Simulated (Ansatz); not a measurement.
Consider GaSb in the zinc blende structure (space group F-43m, No. 216; a = 6.049 Å). Axes: x, y, z lie along the cube axes.

Computed with LDA in Ansatz (plane waves to 420 eV, PAW, scalar-relativistic without spin-orbit coupling).

Strains are applied to the cell and any free atomic positions relax.

One change was made to it. Results:

The shortest interatomic distance drops by 0.0184 bohr (4.950 bohr → 4.931 bohr); the energy goes up by 3.0 meV/atom.

### Question
Which change produced these results?
A) tensor shear ε_xy = +0.86 %
B) tensor shear ε_xy = +0.29 %
C) tensor shear ε_xy = +1.43 %
D) tensor shear ε_xy = +0.57 %
E) tensor shear ε_xy = +1.71 %

### Answer
C, tensor shear ε_xy = +1.43 %. For comparison, the energy relative to the base in the other runs: tensor shear ε_xy = +0.86 % gives +1.1 meV/atom; tensor shear ε_xy = +0.29 % gives +0.1 meV/atom; tensor shear ε_xy = +0.57 % gives +0.5 meV/atom; tensor shear ε_xy = +1.71 % gives +4.2 meV/atom.

Whether these cells are dynamically stable was not tested. All final runs are without spin polarisation.

Ansatz is a first-principles code.
